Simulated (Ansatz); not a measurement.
We consider rock-salt LaSe, described by LDA (Ansatz, a program for electronic structure, PAW).

Input:

Ansatz 0.2 input:
```yaml
crystal:
  lattice:
    - [0.0, 3.0274861498, 3.0274861498]
    - [3.0274861498, 0.0, 3.0274861498]
    - [3.0274861498, 3.0274861498, 0.0]
  atoms:
    - { symbol: La, position: [0.0, 0.0, 0.0] }
    - { symbol: Se, position: [0.5, 0.5, 0.5] }
basis:
  ecutwfc: 520
  ecutrho_ratio: 4
  xc_grid: 2
kpoints:
  mp_grid: { grid: [16, 16, 16] }
hamiltonian:
  xc: lda
  dispersion: none
  pseudopotentials: { kind: paw }
scf:
  occupations: { method: fermi_dirac, width: 0.05 }
  convergence: { dr2_threshold: 0.0000000002 }
output:
  forces: true
  stress: true
  eigenvalues: true
```

From the output:

```
Crystal: 2 atoms, lattice volume = 55.498 Å³
Basis set: ecut = 520 eV, 1459 PW (Γ), exchange–correlation on 64×64×64 points (8 copies of the dense FFT grid, shifted against one another)
Bands: 18, of which v1, the nominal top of the filled ones, is band 14 counted from 1 (13 counted from 0)
Symmetry: 48 space group operations
Space group: Fm-3m (ITA 225), of the structure as read, at distance tolerance 3.8e-5 Å
k-points: 145 of 4096
Functional: x = slater, c = lda
SCF iter   1: F=—  HF=-11463.501402 eV  |F-HF|=—  |Δ(HF+E_count)|=         —  Δρ=4.11e-3  dr2=3.84e-3
SCF iter   2: F=—  HF=-11463.499874 eV  |F-HF|=—  |Δ(HF+E_count)|=   1.53e-3  Δρ=2.21e-3  dr2=1.13e-3
  ...
SCF iter   8: F=—  HF=-11463.499672 eV  |F-HF|=—  |Δ(HF+E_count)|=  2.53e-10  Δρ=6.77e-7  dr2=4.35e-10
SCF iter   9: F=-11463.499672 eV  HF=-11463.499672 eV  |F-HF|=3.64e-12  |Δ(HF+E_count)|=  5.64e-11  Δρ=1.22e-7  dr2=4.97e-12
SCF 1 converged in 9 iterations: F = -11463.499672 eV  dr2 = 4.97e-12
SCF converged after 9 iterations
Free energy (F): -11463.499672 eV
Internal energy: -11463.489734 eV  (E = F + TS)
E sigma→0 (E₀):  -11463.494703 eV
Fermi energy:    11.911964 eV
--- Stress (GPa, compression-positive) ---
       -2.948757       0.000000       0.000000
       -0.000000      -2.948757       0.000000
       -0.000000      -0.000000      -2.948757
  P = ⅓ Tr σ = -2.9488 GPa (-29.488 kbar)
```

The cell is one volume of an energy–volume scan, off the minimum.

The PAW data were made under PBE.
